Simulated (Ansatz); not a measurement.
# Worked sum: energy of one form of TiZn(BiO3)2 over another

We look at the energy of one form of TiZn(BiO3)2 over another. The value is E(A) − E(B), in meV per atom.

A: TiZn(BiO3)2 (I4mm), 10 atoms in the cell; this is a cell from a database of computed structures that this text hasn't matched to a measured one; spin state with PBE: run without spin.
```yaml
crystal:
  lattice:
    - [5.29141, 0.00000, 0.00000]
    - [0.00000, 5.29141, 0.00000]
    - [-2.64571, -2.64571, 4.79019]
  atoms:
    - { symbol: Ti, position: [0.80180, 0.80180, 0.60360] }
    - { symbol: Zn, position: [0.26977, 0.26977, 0.53954] }
    - { symbol: Bi, position: [0.00325, 0.50325, 0.00649] }
    - { symbol: Bi, position: [0.50325, 0.00325, 0.00649] }
    - { symbol: O, position: [0.07291, 0.07291, 0.14581] }
    - { symbol: O, position: [0.61623, 0.61623, 0.23247] }
    - { symbol: O, position: [0.61153, 0.61153, 0.72189] }
    - { symbol: O, position: [0.11035, 0.61153, 0.72189] }
    - { symbol: O, position: [0.11035, 0.11035, 0.72189] }
    - { symbol: O, position: [0.61153, 0.11035, 0.72189] }
```

B: TiZn(BiO3)2 (P4mm), 10 atoms in the cell; this is a cell from a database of computed structures that this text hasn't matched to a measured one; spin state with PBE: run without spin.
```
Bi2TiZnO6
1.0
    3.76336     0.00000     0.00000
    0.00000     3.76336     0.00000
    0.00000     0.00000     9.68893
Ti Zn Bi O
1 1 2 6
Cartesian
  1.88168   1.88168   7.62988
  1.88168   1.88168   2.54645
  0.00000   0.00000   4.56874
  0.00000   0.00000   9.72102
  1.88168   1.88168   5.92725
  0.00000   1.88168   3.36906
  1.88168   0.00000   3.36906
  1.88168   0.00000   8.21898
  0.00000   1.88168   8.21898
  1.88168   1.88168   0.59947
```

Setting: static, neutral cells in Ansatz (PAW) whose structures rest at the PBE+D3(BJ) level. Ansatz (an electronic-structure program) runs with its default PAW set. Other levels take these structures. The lattices are those relaxed with PBE+D3(BJ), so at other levels the solids can be strained, which adds to the spread. The runs are scalar-relativistic, without spin-orbit coupling.

Total energies of the cells in eV, at zero smearing width. They compare only within one column; the weights balance every element.

```tsv
cell	atoms	weight	PBE+D3(BJ)	PBEsol
A: TiZn(BiO3)2 (I4mm)	10	+1	-34021.74546	-33606.90206
B: TiZn(BiO3)2 (P4mm)	10	−1	-34021.57417	-33606.71426
```

PBE+D3(BJ): (-34021.74546) − (-34021.57417) = -0.171 eV; dividing by 10 atoms gives -17 meV/atom.

PBEsol: (-33606.90206) − (-33606.71426) = -0.188 eV; dividing by 10 atoms gives -19 meV/atom.

What follows from the PBE+D3(BJ) value: Against the thermal energy at 300 K, k_BT = 25.9 meV, the difference of 17.1 meV per atom is 0.66 k_BT. To turn the order at 1000 K, where k_BT = 86.2 meV, the higher one would need 0.20 k_B per atom more entropy.
